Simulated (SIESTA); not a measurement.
## Convergence study of shifted k-point meshes for Te (C2, 3 atoms in the cell)

```yaml
crystal:
  lattice:
    - [2.21885, -3.84316, 0.00000]
    - [2.21885, 3.84316, 0.00000]
    - [0.00000, 0.00000, 5.90035]
  atoms:
    - { symbol: Te, position: [0.00000, 0.26300, 0.66667] }
    - { symbol: Te, position: [0.74827, 0.74827, 0.00000] }
    - { symbol: Te, position: [0.26300, 0.00000, 0.33333] }
```

Method of the run: LDA PW92, numerical atomic orbitals DZP, PseudoDojo LDA standard norm-conserving potentials (rewritten from UPF to PSML) in SIESTA.

Base settings: XC.functional = LDA; XC.authors = PW92; potentials = PseudoDojo LDA standard; PAO.BasisSize = DZP; PAO.EnergyShift = 0.01 Ry; MeshCutoff = 350 Ry; kgrid.MonkhorstPack = 7 7 4; OccupationFunction = FD; ElectronicTemperature = 232.09 K; MaxSCFIterations = 150.

Only quantities that move along the ladder and can be compared are tabulated.

Core times come from one kind of shared machine, to one figure; runs under 30 s give none.

The starting cell has typed, rounded lattice constants, without a prior relaxation at this level. Its lattice was rescaled by up to half a per cent. One atom was moved a little off its site on purpose. Values carry the incompleteness of an atom-centred basis. In the base run, forces exceed 1 eV/Å.

| kgrid.MonkhorstPack | free energy less the last step's (meV/atom) | pressure (GPa) | largest difference of a force vector from the last step's (eV/Å) | core time / last (rough) |
|---|---|---|---|---|
| 2 2 1 shifted by 0.5 0.5 0.5 | 215.90 | 3.30 | 0.935 | – |
| 2 2 2 shifted by 0.5 0.5 0.5 | 14.87 | 1.28 | 0.491 | – |
| 3 3 2 shifted by 0.5 0.5 0.5 | 19.22 | 1.38 | 0.171 | – |
| 4 4 2 shifted by 0.5 0.5 0.5 | 5.51 | 1.19 | 0.041 | – |
| 4 4 3 shifted by 0.5 0.5 0.5 | 0.33 | 1.10 | 0.103 | – |
| 5 5 3 shifted by 0.5 0.5 0.5 | -2.20 | 1.05 | 0.052 | – |
| 6 6 4 shifted by 0.5 0.5 0.5 | 0.42 | 1.08 | 0.004 | – |
| 7 7 5 shifted by 0.5 0.5 0.5 | 0.06 | 1.07 | 0.008 | – |
| 8 8 5 shifted by 0.5 0.5 0.5 | -0.20 | 1.07 | 0.003 | – |
| 8 8 6 shifted by 0.5 0.5 0.5 | 0.07 | 1.07 | 0.004 | – |
| 9 9 6 shifted by 0.5 0.5 0.5 | -0.09 | 1.07 | 0.003 | – |
| 10 10 7 shifted by 0.5 0.5 0.5 | 0.04 | 1.07 | 0.002 | – |
| 11 11 7 shifted by 0.5 0.5 0.5 | -0.02 | 1.07 | 0.001 | – |
| 12 12 8 shifted by 0.5 0.5 0.5 | -0.05 | 1.07 | 0.001 | 0.4 |
| 14 14 9 shifted by 0.5 0.5 0.5 | 0.00 | 1.07 | 0.001 | 0.6 |
| 15 15 10 shifted by 0.5 0.5 0.5 | -0.02 | 1.07 | 0.001 | 1 |
| 17 17 11 shifted by 0.5 0.5 0.5 | 0.00 | 1.07 | 0.001 | 0.8 |
| 19 19 12 shifted by 0.5 0.5 0.5 | 0.00 | 1.07 | 0.000 | 1 |

Coarsest kgrid.MonkhorstPack that holds the forces within 0.01 eV/Å of the last step, with all finer ones: 6 6 4 shifted by 0.5 0.5 0.5; the step before is off by 0.052 eV/Å.

Coarsest kgrid.MonkhorstPack that holds the pressure within 0.5 GPa of the last step, with all finer ones: 2 2 2 shifted by 0.5 0.5 0.5; the step before is off by 2.2 GPa.

Coarsest kgrid.MonkhorstPack that holds the free energy within 1 meV/atom of the last step, with all finer ones: 6 6 4 shifted by 0.5 0.5 0.5; the step before is off by 2.2 meV/atom.
